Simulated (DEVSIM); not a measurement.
Device: Pt/AlN/n-Ge capacitor, at 300 K.

| layer (left to right) | material | thickness (nm) | Nd (cm⁻³) |
|---|---|---|---|
| 1 | AlN | 5.10 | - |
| 2 | Ge | 17000 | 1.2e15 |

Metal gate on the left, work function 5.6 eV. Fixed charge at the semiconductor interface 0 cm⁻² (in units of +e); no interface traps.

This is a model device: material constants are rounded textbook-type values typed into the input, and sizes, dopings and lifetimes were drawn at random. Values at 300 K.

| parameter | AlN | Ge |
|---|---|---|
| gap (eV) | 6.1 | 0.664 |
| affinity (eV) | 1.9 | 4 |
| permittivity | 8.5 | 16 |
| Nc (cm⁻³) | - | 1.04e19 |
| Nv (cm⁻³) | - | 6e18 |

Model (solved in DEVSIM): 1D Poisson equation in equilibrium, Boltzmann statistics, complete ionisation; no quantum confinement or tunnelling. Metal contacts follow the ideal Schottky-Mott rule: no Fermi-level pinning, no interface dipoles.

The interface trap density was swept, all else fixed.

| interface trap density (cm^-2 eV^-1) | minimum of the low-frequency capacitance (μF/cm²) | flat-band voltage (V) |
|---|---|---|
| 0 | 0.0351 | 1.37 |
| 1e10 | 0.0366 | 1.37 |
| 1e11 | 0.0502 | 1.37 |
| 3e11 | 0.0796 | 1.37 |
| 1e12 | 0.173 | 1.39 |
| 2e12 | 0.288 | 1.42 |

From the first row to the last the minimum of the low-frequency capacitance goes from 0.0351 to 0.288. From the first row to the last the flat-band voltage goes from 1.37 to 1.42.
